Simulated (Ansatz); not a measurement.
Consider this model of amorphous Hf₁₇O₃₆Al.

```
CELL_PARAMETERS angstrom
      8.86003     0.00000     0.00000
      0.00000     8.86003     0.00000
      0.00000     0.00000     8.86003
ATOMIC_POSITIONS crystal
  Hf 0.60790 0.15704 0.33381
  Hf 0.06029 0.00393 0.25745
  Hf 0.43289 0.35306 0.68783
  Hf 0.73799 0.82637 0.35937
  Hf 0.05629 0.17190 0.95516
  Hf 0.05899 0.52443 0.74626
  Hf 0.90065 0.17453 0.58877
  Hf 0.72326 0.53754 0.58486
  Hf 0.17637 0.87560 0.77645
  Hf 0.57782 0.95596 0.68514
  Hf 0.63197 0.30421 0.97054
  Hf 0.23449 0.29360 0.38201
  Hf 0.69536 0.66733 0.93531
  Hf 0.27845 0.53920 0.04902
  Hf 0.13756 0.66512 0.37810
  Hf 0.40225 0.92799 0.12289
  Hf 0.86439 0.41950 0.24167
  O  0.82451 0.17472 0.94785
  O  0.11660 0.39149 0.92451
  O  0.57316 0.08417 0.08049
  O  0.60765 0.48858 0.80308
  O  0.65530 0.76145 0.57558
  O  0.14210 0.69569 0.60627
  O  0.22730 0.82311 0.23878
  O  0.04407 0.57235 0.17680
  O  0.40201 0.37841 0.94822
  O  0.52731 0.92807 0.32440
  O  0.07063 0.13881 0.45328
  O  0.27995 0.11315 0.23801
  O  0.21531 0.37659 0.62559
  O  0.98393 0.96058 0.04602
  O  0.51386 0.49076 0.53803
  O  0.77960 0.59790 0.36670
  O  0.88974 0.37406 0.68878
  O  0.30183 0.49156 0.27427
  O  0.02527 0.24485 0.17960
  O  0.78823 0.48333 0.03107
  O  0.77313 0.30476 0.43586
  O  0.36319 0.90863 0.67263
  O  0.63222 0.33733 0.19866
  O  0.43234 0.21694 0.48116
  O  0.73687 0.79120 0.12644
  O  0.04353 0.45287 0.40960
  O  0.02868 0.05349 0.74520
  O  0.44830 0.70926 0.02586
  O  0.80736 0.04036 0.25599
  O  0.56599 0.18005 0.76401
  O  0.25518 0.01254 0.94992
  O  0.97443 0.83180 0.38794
  O  0.86098 0.64910 0.76726
  O  0.68751 0.89689 0.86866
  O  0.16552 0.67873 0.89621
  O  0.72583 0.03767 0.52944
  Al 0.77202 0.98891 0.04693
```

Methods: PBE, scalar-relativistic without spin-orbit coupling (Ansatz, an electronic-structure program); r2SCAN, scalar-relativistic without spin-orbit coupling (Ansatz); HSE06, scalar-relativistic without spin-orbit coupling (Ansatz). Neutral PBE cell, which sets geometry, pressure and energy: sampling: a 2×2×2 Γ-centred mesh; Fermi-Dirac width 0.02 eV; collinear spin, started from a total moment of 1 μB. The usual formal charges leave 1 holes over, so the level spacing at the Fermi energy parts defect or band states and needn't be the band gap. In the spin-polarised cell the level spacing at the Fermi energy can part levels of unlike spin. Exact exchange is cut at the faces of this 9 Å cell, which leaves hybrid gaps a finite-size error.

It comes from a melt-quench run on a machine-learned potential (CHGNet), relaxed afterwards by DFT. O atoms were pushed apart under 1.9 Å during the dynamics, to hinder bonds among them. The hot cell started wider than the set density and was brought back towards it in steps. It is the lowest in DFT energy of 2 quenches. It is a model cell: composition and starting density were chosen by hand, and all elements were melted together. No dispersion term was used. Its density started from a set value of 8.68 and ended at 8.68 g/cm³. Cooling (nominally 300 K/ps over its main leg) ran many orders faster than in experiment, which tends to leave more defects and strain. Values belong to this one cell and scatter from quench to quench. The volume was held where the preparation left it.

Q: Give the pressure, the energy against reference phases and the spacing of the highest filled and lowest empty levels.

A: 
| Quantity | Result |
|---|---|
| Pressure on a 2×2×2 Γ-centred mesh | 16.4 kbar |
| Largest force and stress component on that mesh (the relaxation ran on the zone centre alone) | 0.09 eV/Å and 4.0 GPa |
| Energy relative to HfO2 (P2_1/c) + corundum + O2 gas (lowest mix at this level among the phases computed, not always the ambient ones) | 210 meV/atom |
| Level spacing at the Fermi energy on a 2×2×2 Γ-centred mesh (PBE) | 0.36 eV |
| Level spacing at the Fermi energy at the zone centre (PBE) | 0.50 eV |
| Level spacing at the Fermi energy at the zone centre (r2SCAN) | 0.92 eV |
| Level spacing at the Fermi energy at the zone centre (HSE06) | 2.13 eV |
| Distance between the nearest levels spread over more than a fifth of the atoms or a third of the atoms of their main element (six at least) (PBE, zone centre) | 3.97 eV |
| Net moment | 1.00 μB |

Q: At PBE and the zone centre, how localised are the states just below and above the Fermi level (participation number: the atoms over which a state spreads)?

A: The highest filled state is spread over 6.8 atoms' worth, largest on O32, with weights by element (charge in smoothed Voronoi cells) O 0.95, Hf 0.05, Al 0.00. The lowest empty state is spread over 3.1 atoms' worth, largest on O25, with weights by element (charge in smoothed Voronoi cells) O 0.97, Hf 0.03, Al 0.00.

At PBE the levels at both edges of the gap are localised (band-tail or defect states), and the nearest spread-out levels lie 4.0 eV apart at the zone centre.

Cut-offs for bonds: Hf-Hf 3.34 Å, Hf-O 2.72 Å, Hf-Al 3.00 Å, O-O 1.58 Å, O-Al 2.24 Å, Al-Al 2.66 Å. Two cations that share two anions don't count as bonded, nor two that share one unless they lie closer than Hf-Hf 3.25 Å, Hf-Al 2.92 Å, Al-Al 2.59 Å.

A PBE run started with 1 μB on atoms that lack a bond or may hold spare charge kept moments, at no lower energy.
